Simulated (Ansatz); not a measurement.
We consider Te (within 0.1 Å of Pm-3m, No. 221, 3 atoms in the cell; start mp-570459; another form than the element's usual one), described by PBEsol+SOC in Ansatz (PAW).

The input as run:

Ansatz 0.2 input:
```yaml
crystal:
  lattice:
    - [3.8639207424, -2.2303479407, 0.0316250045]
    - [3.8639207424, 2.2303479407, 0.0316250045]
    - [-0.0458927851, 0.0, 5.4377048057]
  atoms:
    - { symbol: Te, position: [0.6666541019, 0.6666541019, 0.6666638303] }
    - { symbol: Te, position: [0.3333458981, 0.3333458981, 0.3333361697] }
    - { symbol: Te, position: [0.0, 0.0, 0.0] }
basis:
  ecutwfc: 520
  ecutrho_ratio: 4
  xc_grid: 2
kpoints:
  mp_grid: { grid: [14, 14, 10] }
hamiltonian:
  xc: pbesol
  dispersion: none
  pseudopotentials: { kind: paw }
scf:
  occupations: { method: fermi_dirac, width: 0.05 }
  convergence: { dr2_threshold: 0.0000000003 }
output:
  forces: true
  stress: true
  eigenvalues: true
magnetization:
  noncollinear: true
  spin_orbit: true
```

Task: How many irreducible k-points, plane waves at Γ does the program set up, and what pressure does the run end with?

Result: 534 irreducible k-points, 2527 plane waves at Γ; P = 0.37 GPa, so the cell is compressed on average and its volume would grow at this level.

Output (set-up and result lines):

```
Crystal: 3 atoms, lattice volume = 93.730 Å³
Basis set: ecut = 520 eV, 2527 PW (Γ), exchange–correlation on 72×72×90 points (8 copies of the dense FFT grid, shifted against one another)
Bands: 58, of which v1, the nominal top of the filled ones, is band 48 counted from 1 (47 counted from 0)
Symmetry: 4 space group operations + 4 with time reversal
k-points: 534 of 1960
Initial density: superposition of atomic densities (chi_scale 0.1, normalization cell)
Functional: x = pbesol(κ = 0.804, μ = 0.12345679012345678), c = pbesol(β = 0.046)
spin=Noncollinear: Kerker preconditioning applied to the charge; magnetization (m_x, m_y, m_z) channels mix plain (no charge-response kernel on spin).
SCF 1 converged in 10 iterations: F = -20712.480619 eV  dr2 = 1.91e-11
SCF converged after 10 iterations
Free energy (F): -20712.480619 eV
Internal energy: -20712.466469 eV  (E = F + TS)
E sigma→0 (E₀):  -20712.473544 eV
Fermi energy:    9.957799 eV
--- Forces (eV/Å), atoms counted from 1 ---
  atom   1  Te     0.00006251     0.00000000     0.00008687
  atom   2  Te    -0.00006251    -0.00000000    -0.00008687
  atom   3  Te     0.00000000     0.00000000     0.00000000
--- Stress (GPa, compression-positive) ---
        0.359937       0.000000       0.001567
        0.000000       0.357871      -0.000000
        0.001567      -0.000000       0.397402
  P = ⅓ Tr σ = 0.3717 GPa (3.717 kbar)
```

The PAW data were made under PBE.

Note: cell and atoms aren't relaxed at this level (pressure 0.4 GPa).

Cost on a shared machine: very roughly 10 core-minutes.

A start named mp-… is a Materials Project structure, which need not be a measured phase.

Ansatz is a first-principles code.
